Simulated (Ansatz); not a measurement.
The starting structures come from a database of crystals and need not be the phases stable at ambient conditions.

 Where the default PAW files enter, the runs use the earlier of Ansatz's two default sets.

Crystal: YHSe (P-6m2, not sure to be the ambient phase, 3 atoms a cell, 16.7 Å³ an atom); planes in its conventional cell.

Calculation: r2SCAN (plane waves, PAW; Ansatz, a first-principles code).

No gap correction and no spin-orbit coupling; mid-gap values are interpolated between computed energies.

| plane | area of the cell (Å²) | mid-gap κ (1/Å) | largest κ in the gap (1/Å) |
|---|---|---|---|
| (100) | 15.0 | 0.16 | 0.16 |
| (111) | 29.0 | ___ | ___ |
| (110) | 26.0 | 0.16 | 0.16 |
| (001) | 12.8 | ___ | ___ |

Task: The slowest decay depends on the direction. Supply the withheld values.

Result: 
- (111), mid-gap κ (1/Å): 0.17
- (111), largest κ in the gap (1/Å): 0.17
- (001), mid-gap κ (1/Å): 0.22
- (001), largest κ in the gap (1/Å): 0.22
